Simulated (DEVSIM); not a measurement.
System: abrupt Si p-n junction, at 400 K.

| layer (left to right) | material | thickness (μm) | Nd (cm⁻³) | Na (cm⁻³) | τn (s) | τp (s) |
|---|---|---|---|---|---|---|
| 1 | Si | 6.90 | - | 2.3e17 | 6.6e-7 | 6.6e-7 |
| 2 | Si | 72.0 | 5.7e14 | - | 6.6e-7 | 6.6e-7 |

Left contact: ohmic. Right contact: ohmic. Voltage is applied to the left contact. Recombination: SRH at mid-gap, radiative. Mobility is constant in doping.

Constants are typed, rounded textbook-type inputs, not results; the design itself was drawn at random and stands for no fabricated device. Values at 300 K; Nc and Nv go as T^1.5, mobilities as T to minus their exponent, the gap by Varshni's rule with the affinity fixed.

```tsv
parameter	Si
gap (eV)	1.124
affinity (eV)	4.05
permittivity	11.7
Nc (cm⁻³)	2.86e19
Nv (cm⁻³)	3.1e19
μn (cm²/Vs)	1417
μp (cm²/Vs)	470
T exponent of μn	2.3
T exponent of μp	2.2
B (cm³/s)	4.7e-15
Varshni α (eV/K)	0.000473
Varshni β (K)	636
```

DEVSIM, 1D drift-diffusion, Boltzmann statistics, complete ionisation; no tunnelling, impact ionisation, image-force lowering or self-heating.

Q: Tabulate band edges, carrier densities and field at 0.9 V on the left contact.

A: Energies count from the Fermi level of the right contact; mesh points crowd at the junctions.

| x (μm) | Ec (eV) | Ev (eV) | n (cm⁻³) | p (cm⁻³) | field (V/cm) |
|---|---|---|---|---|---|
| 0.000 | 0.013 | -1.084 | 1.4e8 | 2.3e17 | ≈ 0 |
| 0.04517 | 0.013 | -1.084 | 2.9e13 | 2.3e17 | ≈ 0 |
| 0.1830 | 0.013 | -1.084 | 1.2e14 | 2.3e17 | ≈ 0 |
| 0.5701 | 0.013 | -1.084 | 3.6e14 | 2.3e17 | ≈ 0 |
| 2.431 | 0.014 | -1.083 | 1.5e15 | 2.3e17 | ≈ 0 |
| 5.249 | 0.015 | -1.082 | 3.2e15 | 2.3e17 | ≈ 0 |
| 6.340 | 0.015 | -1.081 | 3.9e15 | 2.3e17 | ≈ 0 |
| 6.783 | 0.015 | -1.081 | 4.1e15 | 2.3e17 | ≈ 0 |
| 6.875 | 0.013 | -1.083 | 4.5e15 | 2.2e17 | -2300 |
| 6.911 | -0.031 | -1.127 | 1.6e16 | 6.2e16 | -13000 |
| 6.976 | -0.053 | -1.150 | 3.1e16 | 3.2e16 | -370 |
| 7.293 | -0.054 | -1.150 | 3.1e16 | 3.1e16 | 16 |
| 8.132 | -0.052 | -1.149 | 3.1e16 | 3.0e16 | 16 |
| 10.50 | -0.048 | -1.145 | 2.9e16 | 2.8e16 | 17 |
| 22.00 | -0.027 | -1.123 | 2.2e16 | 2.1e16 | 21 |
| 48.32 | 0.049 | -1.048 | 1.0e16 | 9.9e15 | 40 |
| 68.75 | 0.171 | -0.926 | 4.4e15 | 3.8e15 | 95 |
| 75.40 | 0.258 | -0.838 | 2.3e15 | 1.7e15 | 190 |
| 78.08 | 0.332 | -0.764 | 1.1e15 | 6.0e14 | 450 |
| 78.64 | 0.365 | -0.731 | 7.6e14 | 2.5e14 | 780 |
| 78.83 | 0.381 | -0.715 | 6.2e14 | 8.8e13 | 930 |
| 78.90 | 0.388 | -0.708 | 5.7e14 | 5.7e10 | 950 |
